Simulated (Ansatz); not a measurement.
**Response to strain in MgS**

The reference is MgS in the rock salt structure (space group Fm-3m, No. 225; a = 5.203 Å).

Strains are applied to the cell and any free atomic positions relax.

Calculations: r2SCAN (Ansatz, a first-principles code, PAW, no spin-orbit coupling).

Notes on the quantities. energy relative to the base: free energy F.

| case | shortest interatomic distance | band gap | energy relative to the base |
|---|---|---|---|
| base | 2.602 Å | 3.46 eV | 0 meV/atom |
| isotropic strain +0.50 % | 2.615 Å | 3.43 eV | +1.0 meV/atom |
| isotropic strain +1.00 % | 2.628 Å | 3.40 eV | +3.8 meV/atom |
| isotropic strain +1.50 % | 2.641 Å | 3.37 eV | +8.5 meV/atom |
| isotropic strain +2.00 % | 2.654 Å | 3.33 eV | +15 meV/atom |
| isotropic strain +2.50 % | 2.667 Å | 3.30 eV | +23 meV/atom |
| isotropic strain +3.00 % | 2.680 Å | 3.27 eV | +32 meV/atom |

Semilocal Kohn–Sham gaps tend to fall short of experiment. No phonon test of stability was made.
